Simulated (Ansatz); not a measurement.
Base system: KBr in the rock salt structure (space group Fm-3m, No. 225; a = 6.705 Å).

Computed with Ansatz (an electronic-structure program), PBE, PAW, cutoff 420 eV, spin-orbit coupling left out.

Base values:

The lattice parameter a is 6.705 Å and the valley order comes out as Γ 4.31 eV; X along ⟨100⟩ 5.91 eV.

It is then changed as follows: a hydrostatic pressure of 1.5 GPa.

### Question
Estimate the effect on the lattice parameter a.

### Answer
The lattice parameter a drops by 0.1978 Å, from 6.705 Å to 6.508 Å.

### Question
What does the calculation give for the valley order after the change?

### Answer
The valley order (the lowest conduction-band minima on the path, energy above the VBM, named in the base's zone) goes from Γ 4.31 eV; X along ⟨100⟩ 5.91 eV to Γ 4.55 eV; X along ⟨100⟩ 5.82 eV.

The levels and masses belong to the bands next to the band gap. Load acts through the strain it causes; cell and atoms are relaxed under it. Stability against distortions was not tested.
